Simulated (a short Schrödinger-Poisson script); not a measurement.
System: MOS inversion layer, SiO2 on p-type Si(110), at 300 K.

```
layer  material  thickness (nm)  Na (cm⁻³)
-----  --------  --------------  ---------
1          SiO2             3.8          -
2            Si             700     3.8e17
```

Constants are typed, rounded textbook-type inputs, not results; the design itself was drawn at random and stands for no fabricated device. SiO2: permittivity 3.9, conduction-band edge (eV) 3.15, gap (eV) 9, electron mass (mₑ) 0.5. Si: permittivity 11.7, conduction-band edge (eV) 0, gap (eV) 1.124, Nv at 300 K (cm⁻³) 3.1e19.

Channel valleys (confinement mass, in-plane density-of-states mass, number): Δ4 0.315, 0.324, 4; Δ2 0.19, 0.417, 2. At the gate the conduction-band edge of layer 1 lies 3.57 eV − eVg above the Fermi level of the channel; the field vanishes at the back. Gaps are held at their typed values at every temperature. Mesh 0.03 nm at interfaces.

From a short Schrödinger-Poisson script (our own, NumPy): 1D Poisson equation in equilibrium, electrons quantum, Hartree (BenDaniel-Duke, 12 states a valley, the channel's in-plane mass for all, wave functions free to enter the dielectric), parabolic valleys, classical holes, full ionisation, no traps, pinning or gate leakage.

The same stack at other levels of the model or other numerical settings:

| run | sheet density of all electrons at Vg = 3 V (cm⁻²) | sheet density of all electrons at Vg = 1.2 V (cm⁻²) | capacitance at Vg = 3 V (μF/cm²) | centroid of the channel electrons at Vg = 3 V (nm) | rough cost against the base |
|---|---|---|---|---|---|
| base | 1.07e13 | 1.68e12 | 0.831 | 1.52 | about 1 |
| electrons treated as classical, Boltzmann | 1.20e13 | 2.17e12 | 0.889 | 0.39 | 0.03 |
| electrons treated as classical, Fermi-Dirac | 1.17e13 | 2.13e12 | 0.864 | 0.58 | 0.1 |
| mesh six times as coarse | 1.07e13 | 1.67e12 | 0.829 | 1.54 | 0.2 |
| one subband a valley | 1.07e13 | 1.68e12 | 0.831 | 1.51 | 0.5 |

The classical rows ignore confinement, and Boltzmann statistics overrate the density once the band edge passes the Fermi level.
